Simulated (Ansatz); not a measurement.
K2NiO2 (I4/mmm, No. 139, 5 atoms in the cell; start COD 1530497), treated with r²SCAN+rVV10 (Ansatz, an electronic-structure program, plane waves, PAW).

Numerical settings: plane-wave cutoff 560 eV, 12×12×12 k mesh, Fermi–Dirac smearing 0.01 eV, spin-polarised with parallel moments, scalar-relativistic PAW data made under PBE.

Cell (relaxed at this level):

```yaml
crystal:
  lattice:
    - [-1.94365, 1.94365, 6.34770]
    - [1.94365, -1.94365, 6.34770]
    - [1.94365, 1.94365, -6.34770]
  atoms:
    - { symbol: K, position: [0.65512, 0.65512, 0.00000] }
    - { symbol: K, position: [0.34488, 0.34488, 0.00000] }
    - { symbol: Ni, position: [0.00000, 0.00000, 0.00000], spin: 2.0 }
    - { symbol: O, position: [0.86730, 0.86730, 0.00000] }
    - { symbol: O, position: [0.13270, 0.13270, 0.00000] }
```

Question: Give the computed band gap, smallest direct gap on the k points sampled and Γ–Γ gap.

Answer: 
- band gap = 1.54 eV (indirect)
- smallest direct gap on the k points sampled = 1.67 eV
- Γ–Γ gap = 2.34 eV

Note: the magnetic order was assumed, not searched for or taken from measurement; the relaxation could not lower the start's symmetry, so a distorted cell can lie lower; without U or exact exchange, gaps and moments of open d shells tend to come out too small.

Spins in the cell block are starting values.

Static lattice: no zero-point or thermal effects.

Cost on a shared machine: around 4 core-minutes (rough).
